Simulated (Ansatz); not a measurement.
Data:

```xyz
5
Lattice="2.1506 1.2416 9.8574 -2.1506 1.2416 9.8574 0.0000 -2.4833 9.8574" Properties=species:S:1:pos:R:3 pbc="T T T"
Bi     0.0000     0.0000    11.8556
Bi     0.0000     0.0000    17.7168
Te     0.0000     0.0000     0.0000
Te     0.0000     0.0000     6.1145
Te     0.0000     0.0000    23.4579
```

No spin polarisation.

All numbers come from Kohn–Sham DFT with the PBE-D3(BJ) functional, run in Ansatz (a program for electronic structure) with PAW and 420 eV plane waves, no spin-orbit coupling, earlier PAW set. k-mesh 9×9×9 (Γ-centred); smearing 0.05 eV (Fermi–Dirac).

Question: What valence-band top at Γ (three highest levels, from the VBM) does the calculation give?

Answer: 0.00, -1.02, -1.02 eV.

Question: What is the computed band gap?

Answer: 0.24 eV.

Question: Estimate the gap character.

Answer: Direct at Γ.

Spin-orbit coupling, missing from the scalar runs, can matter with Bi and Te. Load acts through the strain it causes; cell and atoms are relaxed under it. No phonon test of stability was made. The cell was made from Bi2Te3 in the Bi2Te3 type structure (space group R-3m, No. 166) by this change: pressure 3 GPa. The zero or small gap of Bi2Te3 can change with the level of theory.
